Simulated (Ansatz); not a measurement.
The parent structure is HgSe in the zinc blende structure (space group F-43m, No. 216).

```
HgSe
1.0
    0.00000     3.06639     3.06639
    3.06639     0.00000     3.06639
    3.06639     3.06639     0.00000
Hg Se
1 1
Direct
  0.00000   0.00000   0.00000
  0.25000   0.25000   0.25000
```

Cartesian axes are those of the cell as printed.

All numbers come from PBEsol in Ansatz (plane waves to 420 eV, PAW, no SOC).

For the base:

| Quantity | Result |
|---|---|
| Pressure | 0.0 GPa |
| Shortest interatomic distance | 2.656 Å |

It is then changed as follows: biaxial strain −2.00 %, plane normal [001], relaxed out of plane (Cartesian); in-plane vectors clamped, the third vector and the atoms free.

Task: What does the calculation give for the energy relative to the base after the change?

Result: The energy rises by 2.8 meV/atom.

Task: Estimate the effect on the pressure.

Result: The pressure (mean of the normal stresses, compression positive) goes from zero to 0.5 GPa.

Task: How does this affect the shortest interatomic distance?

Result: The shortest interatomic distance drops by 0.0081 Å, from 2.656 Å to 2.647 Å.

The mesh was chosen for an insulator and is coarse for the gapless case. No phonon test of stability was made. The final runs are not spin-polarised.

Ansatz is a program for electronic structure.
